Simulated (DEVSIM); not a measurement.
Device: abrupt GaSb p-n junction, at 300 K.

Layer 1 from the left is GaSb, thickness (μm) 25.0, Na (cm⁻³) 3.1e16, τn (s) 5.5e-8, τp (s) 5.5e-8. Layer 2 from the left is GaSb, thickness (μm) 8.20, Nd (cm⁻³) 1.1e16, τn (s) 5.5e-8, τp (s) 5.5e-8.

Left contact: ohmic. Right contact: ohmic. Voltage is applied to the left contact. Recombination: SRH at mid-gap, radiative. Mobility is constant in doping.

This is a model device: material constants are rounded textbook-type values typed into the input, and sizes, dopings and lifetimes were drawn at random. Values at 300 K.

GaSb: gap (eV) 0.726, affinity (eV) 4.06, permittivity 15.7, Nc (cm⁻³) 2.1e17, Nv (cm⁻³) 1.8e19, μn (cm²/Vs) 5000, μp (cm²/Vs) 850, B (cm³/s) 1e-10.

Model (solved in DEVSIM): 1D drift-diffusion, Boltzmann statistics, complete ionisation; no tunnelling, impact ionisation, image-force lowering or self-heating.

Dark forward current:

```
|V| (V)  |J| (A/cm²)
-------  -----------
0.05        2.804e-5
0.10       0.0001533
0.15       0.0008437
0.20        0.005118
0.25         0.03317
0.30          0.2217
0.35           1.475
0.40           8.881
0.45           39.01
0.50           115.3
0.55           256.6
0.60           475.1
0.65           776.7
0.70            1163
0.75            1634
0.80            2189
```

Task: Work out the local ideality factor n = ΔV / (kT/q · ln(J2/J1)) between the rows 0.15 and 0.20 V, 0.25 and 0.30 V, 0.75 and 0.80 V.

Result: kT/q = 25.85 mV. From 0.15 to 0.20 V: ln(0.005118/0.0008437) = 1.803, n = 1.07, near the 1 of diffusion or emission over a barrier. From 0.25 to 0.30 V: ln(0.2217/0.03317) = 1.900, n = 1.02, near the 1 of diffusion or emission over a barrier. From 0.75 to 0.80 V: ln(2189/1634) = 0.292, n = 6.61.

Task: Estimate the current at 0.25 V from the Shockley equation with J0 = Σ q ni² D/(N L) coth(W/L), τ joining the SRH, radiative and Auger lifetimes that are on, and W taken as the whole layer.

Result: ni² = 2.40e24 cm⁻⁶; electrons in the p layer: μ = 5000 cm²/Vs, D = 129 cm²/s, τ = 4.70e-8 s, L = 24.6 μm, W/L = 1.0, term 8.48e-7 A/cm²; holes in the n layer: μ = 850 cm²/Vs, D = 22.0 cm²/s, τ = 5.19e-8 s, L = 10.7 μm, W/L = 0.77, term 1.11e-6 A/cm². J0 = 1.96e-6 A/cm², and J = J0 exp(qV/kT) = 0.0311 A/cm². The simulation gives 0.0332 A/cm²; the estimate lies 6.2 % below. The estimate leaves out recombination in the depletion region and that region's share of W.
